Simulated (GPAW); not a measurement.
**GPAW run on Rb3Sr (I4/mmm, 4 atoms in the cell): self-consistent single point**

Level of theory: PBEsol, GPAW PAW datasets PBEsol (made by gpaw-setup) (plane waves; GPAW).

This input was run:

```python
from ase import Atoms
from ase.units import GPa
from gpaw import GPAW, PW, FermiDirac

atoms = Atoms(['Rb', 'Rb', 'Rb', 'Sr'],
              cell=[[-3.411770, 3.411770, 6.932460],
                    [3.411770, -3.411770, 6.932460],
                    [3.411770, 3.411770, -6.932460]],
              positions=[[0.000000, 3.411770, 3.466230],
                         [3.411770, 0.000000, 3.466230],
                         [0.000000, 0.000000, 6.932460],
                         [0.000000, 0.000000, 0.000000]],
              pbc=True)

calc = GPAW(mode=PW(550),
            xc='PBEsol',
            kpts=(5, 5, 5),
            occupations=FermiDirac(0.136),
            nbands=-12,
            convergence={'density': 1e-05},
            symmetry={'symmorphic': False, 'tolerance': 0.0005},
            maxiter=100)

atoms.calc = calc

energy = atoms.get_potential_energy()
print('Energy (eV):', round(energy, 6))
forces = atoms.get_forces()
print('Forces (eV/Ang):')
print(forces.round(5))
stress = atoms.get_stress()
print('Stress (GPa, Voigt):', (stress / GPa).round(4))
```

Output, abridged:

```
Input parameters:
  convergence: {density: 1e-05}
  kpts: [5 5 5]
  maxiter: 100
  mode: {ecut: 550.0,
         name: pw}
  nbands: -12
  occupations: {fixmagmom: False,
                name: fermi-dirac,
                width: 0.136}
  symmetry: {symmorphic: False,
             tolerance: 0.0005}
  xc: PBEsol

species:
  Rb:
    name: Rubidium
    Z: 37.0
    valence: 9
    core: 28
    charge: 0.0
    file: Rb.PBEsol.gz

    # Using partial waves for Rb as LCAO basis

  Sr:
    name: Strontium
    Z: 38.0
    valence: 10
    core: 28
    charge: 0.0
    file: Sr.PBEsol.gz

    # Using partial waves for Sr as LCAO basis

Reference energy: -329603.380804  # eV

Spin-paired calculation

Convergence criteria:
 Maximum [total energy] change in last 3 cyles: 0.0005 eV / valence electron
 Maximum integral of absolute [dens]ity change: 1e-05 electrons / valence electron
 Maximum integral of absolute [eigenst]ate change: 4e-08 eV^2 / valence electron
 Maximum number of scf [iter]ations: 100

Symmetries present (total): 16
Symmetries with fractional translations: 0
125 k-points: 5 x 5 x 5 Monkhorst-Pack grid
18 k-points in the irreducible part of the Brillouin zone
       k-points in crystal coordinates                weights
   0:     0.00000000    0.00000000    0.00000000          1/125
   1:     0.20000000   -0.20000000    0.00000000          4/125
   2:     0.20000000   -0.20000000    0.20000000          4/125
   [... 7 lines left out ...]
          ...
  17:     0.40000000    0.40000000    0.40000000          8/125

Wave functions: Plane wave expansion
  Cutoff energy: 550.000 eV
  Number of coefficients (min, max): 9405, 9471
  Pulay-stress correction: 0.000000 eV/Ang^3 (de/decut=0.000000)

Occupation numbers: Fermi-Dirac:
  width: 0.1360  # eV

Eigensolver

Densities:
  Coarse grid: 48*48*48 grid
  Fine grid: 96*96*96 grid
  Total Charge: 0.000000

Density mixing:
  Method: separate
  Backend: pulay
  Linear mixing parameter: 0.05
  old densities: 5
  Damping of long wavelength oscillations: 50

Hamiltonian:
  XC and Coulomb potentials evaluated on a 96*96*96 grid
  External potential:
    NoExternalPotential

XC parameters: PBEsol with 2 nearest neighbor stencil

Number of atoms: 4
Number of atomic orbitals: 20
Number of bands in calculation: 30
Number of valence electrons: 37
Bands to converge: occupied

Density initialized from atomic densities
  20 bands from LCAO basis set
  10 bands from random numbers

Atomic positions and initial magnetic moments

Positions:
   0 Rb     0.000000    3.411770    3.466230    ( 0.0000,  0.0000,  0.0000)
   1 Rb     3.411770    0.000000    3.466230    ( 0.0000,  0.0000,  0.0000)
   2 Rb     0.000000    0.000000    6.932460    ( 0.0000,  0.0000,  0.0000)
   3 Sr     0.000000    0.000000    0.000000    ( 0.0000,  0.0000,  0.0000)

Unit cell:
           periodic     x           y           z      points  spacing
  1. axis:    yes   -3.411770    3.411770    6.932460    48     0.1275
  2. axis:    yes    3.411770   -3.411770    6.932460    48     0.1275
  3. axis:    yes    3.411770    3.411770   -6.932460    48     0.1005

  Lengths:   8.446263   8.446263   8.446263
  Angles:  132.350759 132.350759  69.675603

Effective grid spacing dv^(1/3) = 0.1429

     iter     time        total  log10-change:
                         energy   eigst   dens
iter:   1 --:--:--    -4.772398
iter:   2 --:--:--    -4.746685   -1.80  -1.36
iter:   3 --:--:--    -4.304864   -1.92  -1.40
iter:   4 --:--:--    -4.307525   -2.82  -1.80
iter:   5 --:--:--    -4.313699c  -3.40  -1.90
iter:   6 --:--:--    -4.311809c  -3.92  -2.29
iter:   7 --:--:--    -4.311658c  -5.14  -2.95
iter:   8 --:--:--    -4.311589c  -5.58  -3.00
iter:   9 --:--:--    -4.311535c  -5.69  -3.51
iter:  10 --:--:--    -4.311564c  -7.01  -3.54
iter:  11 --:--:--    -4.311587c  -6.85  -3.75
iter:  12 --:--:--    -4.311583c  -8.47c -4.51
iter:  13 --:--:--    -4.311582c  -9.04c -4.59
iter:  14 --:--:--    -4.311580c  -9.08c -4.58
iter:  15 --:--:--    -4.311575c  -8.78c -4.58
iter:  16 --:--:--    -4.311575c  -9.78c -4.61
iter:  17 --:--:--    -4.311576c  -9.76c -4.65
iter:  18 --:--:--    -4.311576c -10.30c -4.78
iter:  19 --:--:--    -4.311576c  -9.09c -4.82
iter:  20 --:--:--    -4.311576c -10.08c -5.09c

Converged after 20 iterations.

Dipole moment: (0.000000, -0.000000, 0.000000) |e|*Ang

Energy contributions relative to reference atoms: (reference = -329603.380804)

Kinetic:         -0.030266
Potential:       +1.470833
External:        +0.000000
XC:              -5.482818
Entropy (-ST):   -0.253669
Local:           -0.142490
SIC:             +0.000000
--------------------------
Free energy:     -4.438410
Extrapolated:    -4.311576

Showing only first 2 kpts
 Kpt  Band  Eigenvalues  Occupancy
  0    16     -0.89416    2.00000
  0    17      1.78929    0.26316
  0    18      2.18414    0.01648
  0    19      2.36063    0.00453

  1    16     -0.58253    2.00000
  1    17      1.87171    0.15269
  1    18      2.03754    0.04767
  1    19      2.07023    0.03768

Fermi level: 1.53264

No gap
No difference between direct/indirect transitions
Energy (eV): -4.311576

Forces in eV/Ang:
  0 Rb    0.00000   -0.00000    0.00000
  1 Rb   -0.00000   -0.00000    0.00000
  2 Rb    0.00000    0.00000    0.00000
  3 Sr    0.00000    0.00000    0.00000

Stress tensor:
     0.001583     0.000000     0.000000
     0.000000     0.001583     0.000000
     0.000000     0.000000     0.001613
Stress (GPa, Voigt): [0.2536 0.2536 0.2585 0.     0.     0.    ]
```

The run converged in 20 iterations. GPAW prints stress with tension positive.

The starting cell comes from a database of computed structures (which also holds hypothetical and non-ambient phases and stackings), without a prior relaxation at this level.

Cost on one core of a shared machine: roughly 90 s.
